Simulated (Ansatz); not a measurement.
Reference: monolayer As, PBE, rigid bands (plane waves, PAW, scalar-relativistic; Ansatz, a quantum-chemistry and plane-wave program); axes and stresses refer to this cell.

```xyz
2
Lattice="3.6051 0.0000 0.0000 -1.8025 3.1221 0.0000 0.0000 0.0000 17.2731" Properties=species:S:1:pos:R:3 pbc="T T T"
As     1.8025     1.0407     9.3321
As     0.0000     2.0814     7.9411
```

The hole conductivity mass is 0.29 mₑ and the electron conductivity mass comes out as 0.23 mₑ. The band gap comes out as 1.62 eV.

```json
[
 {"Change": "biaxial strain -2 % with spin-orbit coupling", "hole conductivity mass": "0.173 mₑ", "electron conductivity mass": "0.22 mₑ", "band gap": "…"},
 {"Change": "biaxial strain -3 % with spin-orbit coupling", "hole conductivity mass": "0.170 mₑ", "electron conductivity mass": "…", "band gap": "1.16 eV"},
 {"Change": "spin-orbit coupling switched on", "hole conductivity mass": "0.183 mₑ", "electron conductivity mass": "…", "band gap": "1.50 eV"}
]
```

Problem. Some entries are withheld; supply them.

Solution. 
- biaxial strain -2 % with spin-orbit coupling, band gap: 1.28 eV
- biaxial strain -3 % with spin-orbit coupling, electron conductivity mass: 0.22 mₑ
- spin-orbit coupling switched on, electron conductivity mass: 0.24 mₑ

Masses are for dilute carriers at 300 K, harmonic means over directions unless an axis is named. Spin-orbit coupling is left out unless a row names it; without it hole values are far off for these elements. The structure type is held under load, also where the real crystal would transform.
